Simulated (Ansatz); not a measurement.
Worked example: relaxation of cell and atoms of PdPt (R-3m, 2 atoms in the cell) in Ansatz (an electronic-structure program).

Method: PBEsol, default PAW files made with PBE (plane waves; Ansatz).

The change in words: atoms on their sites; basis.ecutwfc: 420 eV → 630 eV; relax: default → cell and atoms. Reference geometry:
```yaml
crystal:
  lattice:
    - [1.37648, 0.79471, 4.53756]
    - [-1.37648, 0.79471, 4.53756]
    - [0.00000, -1.58943, 4.53756]
  atoms:
    - { symbol: Pd, position: [0.00367, 0.00367, 0.00367] }
    - { symbol: Pt, position: [0.50000, 0.50000, 0.50000] }
```

Reference input (self-consistent single point, DFT, PBEsol, plane waves, default PAW files made with PBE): basis.ecutwfc = 420 eV; kpoints.mp_grid.grid = 14 14 14; hamiltonian.xc = pbesol; hamiltonian.pseudopotentials = {kind: paw} (the program's default PAW files); scf.occupations.method = fermi_dirac; scf.occupations.width = 0.1 eV. This run's input differs from it in these lines:

Ansatz 0.2 input:
```diff
@@ -6,6 +6,6 @@
   atoms:
-    - { symbol: Pd, position: [0.00367300, 0.00367300, 0.00367300] }
+    - { symbol: Pd, position: [0.00000000, 0.00000000, 0.00000000] }
     - { symbol: Pt, position: [0.50000000, 0.50000000, 0.50000000] }
 basis:
-  ecutwfc: 420.0
+  ecutwfc: 630.0
 kpoints:
@@ -17,2 +17,4 @@
   occupations: { method: fermi_dirac, width: 0.1 }
+relax:
+  cell: {}
 output:
```

Log, with long lists cut:

```
   [... SCF lines of the steps left out ...]
relax step   1: F+E_penalty+E_count = -19290.61290189 eV  Δ(F+E_penalty+E_count) = +0.000e0 eV  max|allowed force component| = 3.366e-28 eV/Å  Δτ_max = 0.0000 Å  P = -2.023 GPa  Ω = 29.782 Å³  (6 SCF iters, dr2 threshold 1.00e-7 eV, accepted)
relax step   2: F+E_penalty+E_count = -19290.61199876 eV  Δ(F+E_penalty+E_count) = +9.031e-4 eV  max|allowed force component| = 1.010e-28 eV/Å  Δτ_max = 0.0000 Å  P = +2.852 GPa  Ω = 29.197 Å³  energy of the carried Pulay correction = +4.724e-5 eV  [...]
   [... lines left out ...]
relax step   5: F+E_penalty+E_count = -19290.61488178 eV  Δ(F+E_penalty+E_count) = -7.273e-6 eV  max|allowed force component| = 1.683e-29 eV/Å  Δτ_max = 0.0000 Å  P = +0.000 GPa  Ω = 29.528 Å³  energy of the carried Pulay correction = +2.088e-5 eV  [...]
relax step   6: F+E_penalty+E_count = -19290.61486040 eV  Δ(F+E_penalty+E_count) = +2.138e-5 eV  max|allowed force component| = 1.683e-29 eV/Å  Δτ_max = 0.0000 Å  P = +0.000 GPa  Ω = 29.528 Å³  stress off target by 1.95e-3 GPa  SCF on the basis [...]
basis re-selected at this cell: Δ(F+E_penalty+E_count) = +2.138e-5 eV, ΔP = +0.000 GPa vs the last step
the relaxation is at rest under the 12 symmetry operations that the run kept from its start: a minimum is not shown …
Stability not checked: this state was not tested for a lower state beside it, because too few of the mixer's solves of this state at the end of the SCF gave a …
Free energy (F): -19290.614860 eV
Internal energy: -19290.503794 eV  (E = F + TS)
   [... lines left out ...]
Fermi energy:    21.739841 eV
   [... lines left out ...]
  cell:  # Å, volume = 29.5279 Å³
    - [1.3750213666588318, 0.7938686249909378, 4.508402223868857]
    - [-1.3750213666588318, 0.7938686249909378, 4.508402223868857]
    - [1.5503665586035473e-34, -1.5877382435549479, 4.508402048914008]
  atoms:
    - { symbol: Pd, position: [-3.116277300534771e-36, -3.116277300534771e-36, -4.378477694237677e-36] }
    - { symbol: Pt, position: [0.49999999999999994, 0.49999999999999994, 0.5] }
```

The run converged.  The full log also holds: “iter 5 did not close the SCF: its close was put off for the readings that it lacked (scf_convergence_deferred on its scf_iter line)”. The full log also holds: “iter 4 did not close the SCF: its close was put off for the readings that it lacked (scf_convergence_deferred on its scf_iter line)”.

Summary of the result:
```
Quantity                                                                           Result
-----------------------------------------------  ----------------------------------------
Free energy E − TS (on the zero of these files)                            -19290.6149 eV
Fermi level (on the code's own zero)                                             21.74 eV
Pressure                                                                         0.00 GPa
Final cell                                       a = b = c = 4.7798 Å, α = β = γ = 33.44°
Final volume per atom                                                            14.76 Å³
Relaxation steps                                                                        6
```

The starting cell comes from a database of computed structures (which also holds hypothetical and non-ambient phases and stackings), without a prior relaxation at this level. Its lattice was rescaled by up to half a per cent. Spin polarisation is off. The relaxation keeps the symmetry of its start, so its end need not be a minimum. Ansatz's pressure includes its estimate of the finite-basis (Pulay) stress.

Cost on one core of a shared machine: roughly 80 s.
